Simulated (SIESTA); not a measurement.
SIESTA run on LiBe (P2_1/m, 4 atoms in the cell): self-consistent single point

Method: GGA PBEsol, numerical atomic orbitals DZP, PseudoDojo PBEsol standard norm-conserving potentials (rewritten from UPF to PSML) (SIESTA 5.4.2).

Input as run:

```
# files in the folder: Li.psml Be.psml (PseudoDojo PBEsol standard)
SystemName  LiBe
SystemLabel libe

NumberOfAtoms                4
NumberOfSpecies              2
%block ChemicalSpeciesLabel
  1 3 Li
  2 4 Be
%endblock ChemicalSpeciesLabel
LatticeConstant              1.0 Ang
%block LatticeVectors
     2.295990000    0.000000000    0.000000000
     0.000000000    3.612770000    0.000000000
    -0.401744000    0.000000000    5.513523000
%endblock LatticeVectors
AtomicCoordinatesFormat      Fractional
%block AtomicCoordinatesAndAtomicSpecies
     0.736850000    0.250000000    0.154860000  1
     0.263150000    0.750000000    0.845140000  1
     0.756420000    0.250000000    0.576170000  2
     0.243580000    0.750000000    0.423830000  2
%endblock AtomicCoordinatesAndAtomicSpecies

XC.functional                GGA
XC.authors                   PBEsol
PAO.BasisSize                DZP
PAO.EnergyShift              0.005 Ry
PAO.Polarization.NonPerturbative true
MeshCutoff                   300 Ry
%block kgrid.MonkhorstPack
   11   0   0  0.0
    0   7   0  0.0
    0   0   5  0.0
%endblock kgrid.MonkhorstPack
OccupationFunction           MP
OccupationMPOrder            0
ElectronicTemperature        0.272 eV

MaxSCFIterations             150
SCF.Mixer.Method             Pulay
SCF.Mixer.Weight             0.25
SCF.Mixer.History            8
SCF.DM.Tolerance             1.0E-05
Diag.ParallelOverK           true
WriteForces                  true
```

Output, abridged:

```
reinit: Reading from file input.fdf

reinit: System Name: LiBe
reinit: System Label: libe

coor:   Atomic-coordinates input format  =     Fractional

siesta: Atomic coordinates (Bohr) and species
siesta:      3.07947   1.70679   1.61349  1        1
siesta:      0.50013   5.12036   8.80555  1        2
siesta:      2.84453   1.70679   6.00314  2        3
siesta:      0.73508   5.12036   4.41591  2        4

siesta: System type = bulk

initatomlists: Number of atoms, orbitals, and projectors:      4    24    32

siesta: ******************** Simulation parameters ****************************
redata: Spin configuration                          = none
redata: Time-Reversal Symmetry                      = T
redata: Number of Atomic Species                    =        2
redata: Mesh Cutoff                                 =   300.0000 Ry
redata: Net charge of the system                    =     0.0000 |e|
redata: Min. number of SCF Iter                     =        0
redata: Max. number of SCF Iter                     =      150
redata: SCF convergence failure will abort job
redata: SCF mix quantity                            = Hamiltonian
redata: Mix DM or H after convergence               =   F
redata: Recompute H after scf cycle                 =   F
redata: Mix DM in first SCF step                    =   T
redata: No kicks to SCF
redata: DM Mixing Weight for Kicks                  =     0.5000
redata: Require Harris convergence for SCF          =   F
redata: Harris energy tolerance for SCF             =     0.000100 eV
redata: Require DM convergence for SCF              =   T
redata: DM tolerance for SCF                        =     0.000010
redata: Require EDM convergence for SCF             =   F
redata: EDM tolerance for SCF                       =     0.001000 eV
redata: Require H convergence for SCF               =   T
redata: Hamiltonian tolerance for SCF               =     0.001000 eV
redata: Require (free) Energy convergence for SCF   =   F
redata: (free) Energy tolerance for SCF             =     0.000100 eV
redata: Using DFT-D3 dispersion                     =   F
redata: Using Saved Data (generic)                  =   F
redata: Method of Calculation                       = Diagonalization
redata: Electronic Temperature                      =  3156.4289 K
redata: Number of TDED substeps                     =        3
redata: Dynamics option                             = Single-point calculation
redata: Save all siesta data in one NC              =   F
redata: ***********************************************************************

%block SCF.Mixers
  Pulay
%endblock SCF.Mixers

%block SCF.Mixer.Pulay
  # Mixing method
  method pulay
  variant stable

  # Mixing options
  weight 0.2500
  weight.linear 0.2500
  history 8
%endblock SCF.Mixer.Pulay

DM_history_depth set to one: no extrapolation allowed by default for geometry relaxation
Size of DM history Fstack: 1
Total number of electrons:    14.000000
Total ionic charge:    14.000000

* ProcessorY, Blocksize:    1  25

* Orbital distribution balance (max,min):    24    24

 Kpoints in:          210 . Kpoints trimmed:          193

siesta: k-grid: Number of k-points = 193
siesta: k-points from Monkhorst-Pack grid
siesta: k-cutoff (effective) =    12.628 Ang
siesta: k-point supercell and displacements
siesta: k-grid:    11     0     0      0.000
siesta: k-grid:     0     7     0      0.000
siesta: k-grid:     0     0     5      0.000

diag: Algorithm                                     = D&C
diag: Parallel over k                               =   F
diag: Use parallel 2D distribution                  =   F
diag: Parallel block-size                           = 25
diag: Parallel distribution                         =     1 x     1
diag: Used triangular part                          = Lower
diag: Absolute tolerance                            =  0.100E-15
diag: Orthogonalization factor                      =  0.100E-05
diag: Memory factor                                 =  1.0000

superc: Internal auxiliary supercell:     9 x     7 x     5  =     315
superc: Number of atoms, orbitals, and projectors:   1260   7560  10080

                        Single-point calculation

superc: Internal auxiliary supercell:     9 x     7 x     5  =     315
superc: Number of atoms, orbitals, and projectors:   1260   7560  10080

outcell: Unit cell vectors (Ang):
        2.295990    0.000000    0.000000
        0.000000    3.612770    0.000000
       -0.401744    0.000000    5.513523

outcell: Cell vector modules (Ang)   :    2.295990    3.612770    5.528140
outcell: Cell angles (23,13,12) (deg):     90.0000     94.1675     90.0000
outcell: Cell volume (Ang**3)        :     45.7340
new_DM -- step:     1
Initializing Density Matrix...

Attempting to read DM from file... Failed...
DM filled with atomic data:

InitMesh: MESH = 24 x 40 x 60 = 57600
InitMesh: Mesh cutoff (required, used) =   300.000   303.588 Ry

stepf: Methfessel-Paxton step function
       Using Hermite-Gauss polynomials of order  0

        iscf     Eharris(eV)        E_KS(eV)     FreeEng(eV)     dDmax    Ef(eV) dHmax(eV)
   scf:    1    -1096.039516    -1139.276793    -1139.303086  4.358631-11.528981  9.122479
   scf:    2    -1144.933274    -1142.569786    -1142.594643  1.800366-11.377902  3.429750
   scf:    3    -1142.875811    -1143.072552    -1143.108915  0.843824-11.222294  0.779132
   scf:    4    -1143.025468    -1143.104672    -1143.142592  0.247706-11.288518  0.748597
   scf:    5    -1143.140464    -1143.127838    -1143.166812  0.135643-11.283232  0.136253
   scf:    6    -1143.129572    -1143.128923    -1143.167968  0.014070-11.284185  0.046794
   scf:    7    -1143.129081    -1143.129029    -1143.168090  0.006603-11.283967  0.010245
   scf:    8    -1143.129032    -1143.129034    -1143.168097  0.001654-11.284004  0.000718
mix: Pulay -- inversion failed, > SVD [rank/size] 4 / 7
   scf:    9    -1143.129034    -1143.129034    -1143.168097  0.000062-11.284004  0.000314
   scf:   10    -1143.129034    -1143.129034    -1143.168097  0.000044-11.284003  0.000012
mix: Pulay -- inversion failed, > SVD [rank/size] 4 / 7
   scf:   11    -1143.129034    -1143.129034    -1143.168097  0.000002-11.284003  0.000000

SCF Convergence by DM+H criterion
max |DM_out - DM_in|         :     0.0000017836
max |H_out - H_in|      (eV) :     0.0000004021
SCF cycle converged after 11 iterations

Using DM_out to compute the final energy and forces

siesta: E_KS(eV) =            -1143.1290

siesta: E_KS - E_eggbox =     -1143.1290

siesta: Atomic forces (eV/Ang):
     1    0.002031    0.000000   -0.026292
     2   -0.002031   -0.000000    0.026292
     3   -0.004723   -0.000000    0.069316
     4    0.004723   -0.000000   -0.069316
   Tot   -0.000000   -0.000000    0.000000
   Max    0.069316
   Res    0.030338    sqrt( Sum f_i^2 / 3N )
   Max    0.069316    constrained

Stress tensor Voigt[x,y,z,yz,xz,xy] (kbar):       13.37       -2.16       -5.68        0.00       -1.98       -0.00
(Free)E + p*V (eV/cell)    -1143.2207
Target enthalpy (eV/cell)    -1143.1681

siesta: Program's energy decomposition (eV):
siesta: Ebs     =      -755.581948
siesta: Eions   =       971.101480
siesta: Ena     =        95.757077
siesta: Ekin    =       751.691077
siesta: Enl     =      -798.900544
siesta: Eso     =         0.000000
siesta: Edftu   =         0.000000
siesta: DEna    =        -3.984728
siesta: DUscf   =         1.039378
siesta: DUext   =         0.000000
siesta: Ex      =      -203.093215
siesta: Ec      =       -14.536599
siesta: Exc     =      -217.629814
siesta: Eharris =     -1143.129034
siesta: Etot    =     -1143.129034
siesta: FreeEng =     -1143.168097

siesta: Atomic forces (eV/Ang):
siesta:      1    0.002031    0.000000   -0.026292
siesta:      2   -0.002031   -0.000000    0.026292
siesta:      3   -0.004723   -0.000000    0.069316
siesta:      4    0.004723   -0.000000   -0.069316
siesta: ----------------------------------------
siesta:    Tot   -0.000000   -0.000000    0.000000

siesta: Stress tensor (static) (eV/Ang**3):
siesta:     0.008347   -0.000000   -0.001237
siesta:    -0.000000   -0.001350   -0.000000
siesta:    -0.001237    0.000000   -0.003546

siesta: Cell volume =         45.734033 Ang**3

siesta: Pressure (static):
siesta:                Solid            Molecule  Units
siesta:          -0.00001253         -0.00002489  Ry/Bohr**3
siesta:          -0.00115028         -0.00228573  eV/Ang**3
siesta:          -1.84294475         -3.66214618  kBar
```

The run converged in 11 iterations.

The starting cell comes from a database of computed structures (which also holds hypothetical and non-ambient phases and stackings), without a prior relaxation at this level. Values carry the incompleteness of an atom-centred basis.
